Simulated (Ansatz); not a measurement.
An Ansatz (a program for electronic structure) input (r2SCAN (Ansatz; PAW; 500 eV plane waves; spin-orbit coupling left out)):

Ansatz 0.2 input:
```yaml
crystal:
  lattice:
    - [4.4194126708, 0.0269079432, 0.0533818873]
    - [-2.186403373, 3.7308058859, -0.0973515392]
    - [0.087059726, -0.1330668982, 7.0362661444]
  atoms:
    - { symbol: Cd, position: [0.6666666667, 0.3333333333, 0.000559793] }
    - { symbol: Cd, position: [0.3333333333, 0.6666666667, 0.500559793] }
    - { symbol: Se, position: [0.6666666667, 0.3333333333, 0.624640207] }
    - { symbol: Se, position: [0.3333333333, 0.6666666667, 0.124640207] }
basis: { ecutwfc: 500, ecutrho_ratio: 4, xc_grid: 4, fft_grid_basis: typed }
kpoints: { mp_grid: { grid: [9, 9, 5] } }
hamiltonian:
  xc: r2scan
  dispersion: none
  pseudopotentials: { kind: paw }
scf: { occupations: { method: fermi_dirac, width: 0.05 }, convergence: { dr2_threshold: 0.0000000004 } }
relax: { f_tol: 0.005, max_steps: 50 }
output: { forces: true, stress: true }
checkpoint: { write: state.ck, write_every: 1000 }
```

Question: Which symmetry and how many k-points will the program report, and about how many plane waves at Γ?

Answer: Space group P1 (ITA 1) with 1 operations, k-points 203 of 405, and 2923 plane waves at Γ.

Question: And the final pressure?

Answer: -0.45 GPa (compression positive).

The cells carry an imposed strain or load. Stability against distortions was not tested. The cell was made from CdSe in the wurtzite structure (space group P6_3mc, No. 186) by this change: strain tensor (xx, yy, zz, yz, xz, xy) = (+1.83, −0.38, −0.59, −1.88, +1.23, +0.62) %.
